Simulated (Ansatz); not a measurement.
**CdTe: uniaxial strain ε_zz = +2.50 %**

The parent structure is CdTe in the zinc blende structure (space group F-43m, No. 216; a = 6.4887 Å). Axes: x, y, z lie along the cube axes.

One thing is altered: the cell is stretched by 2.50 % along z with no lateral relaxation; the atoms relax in the strained cell.

The values are results of plane-wave PAW DFT at the PBEsol level (Ansatz, a quantum-chemistry and plane-wave program, 420 eV), no spin-orbit coupling, not measurements. Settings: 9×9×9 k-points, 0.05 eV Fermi–Dirac smearing.

The volume per atom grows by 0.85 Å³ (34.15 Å³ → 35.00 Å³) and the space group goes from F-43m (No. 216) to I-4m2 (No. 119). The shortest interatomic distance grows by 0.0236 Å to 2.833 Å and the energy increases by 3.4 meV/atom. The pressure (mean of the normal stresses, compression positive) drops by 0.97 GPa, from 0.01 GPa to -0.96 GPa and the band gap shrinks by 0.10 eV to 0.55 eV. The gap character stays direct at Γ and the electron mass becomes 0.053 mₑ along z, 0.049 mₑ across (at Γ) (base: 0.055 mₑ (at Γ)). The valence-band top at Γ (three highest levels, from the VBM) becomes 0.00, 0.00, -0.08 eV (base: 0.00, 0.00, 0.00 eV) and the valley order (the lowest conduction-band minima on the path, energy above the VBM, named in the base's zone) goes from Γ 0.65 eV; L along ⟨111⟩ 1.74 eV to Γ 0.55 eV; L along [111] 1.68 eV. The stress (xx, yy, zz, yz, xz, xy; compression positive) is (-0.81, -0.81, -1.27, 0.00, 0.00, 0.00) GPa.

Final structure:

```
CdTe
1.0
    0.00000     3.24436     3.32546
    3.24436     0.00000     3.32546
    3.24436     3.24436     0.00000
Cd Te
1 1
Direct
  0.00000   0.00000   0.00000
  0.25000   0.25000   0.25000
```

Spin-orbit coupling, missing from the scalar runs, can matter with Te. Effective masses come from finite differences of ±0.01 Å⁻¹. Whether these cells are dynamically stable was not tested. k-point labels follow each cell's own Brillouin zone.
